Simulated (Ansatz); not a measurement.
**A computed series for ZrS2: pressure series**

Take ZrS2 in the CdI2 type structure (space group P-3m1, No. 164; a = 3.635 Å, c = 5.720 Å; layered, stacked along the Cartesian z axis) as the base.

Cell and atoms are relaxed at each pressure.

Method: PBE-D3(BJ), PAW, 420 eV (Ansatz, a quantum-chemistry and plane-wave program; no SOC).

```tsv
case	density	band gap
base	3.94 g/cm³	0.66 eV
pressure −1 GPa	?	?
pressure 1.8 GPa	4.12 g/cm³	0.43 eV
pressure 4.2 GPa	?	?
pressure 9 GPa	4.58 g/cm³	zero
pressure 18 GPa	4.99 g/cm³	zero
pressure 30 GPa	5.46 g/cm³	zero
pressure 45 GPa	6.01 g/cm³	zero
pressure 60 GPa	6.49 g/cm³	zero
```

**Question.** Fill in the withheld entries from the trend.

**Answer.** 
- pressure −1 GPa, density: 3.80 g/cm³
- pressure −1 GPa, band gap: 0.83 eV
- pressure 4.2 GPa, density: 4.30 g/cm³
- pressure 4.2 GPa, band gap: 0.21 eV

A case with no gap was solved on a k-mesh chosen for an insulator, which is coarse for it. Load acts through the strain it causes; cell and atoms are relaxed under it. Stability against distortions was not tested. No other phases were tried under pressure. All final runs are without spin polarisation. A zero or small gap of ZrS2 under pressure 4.2 GPa, ZrS2 under pressure 9 GPa and ZrS2 under pressure 18 GPa can be the functional's error rather than a property of the material.
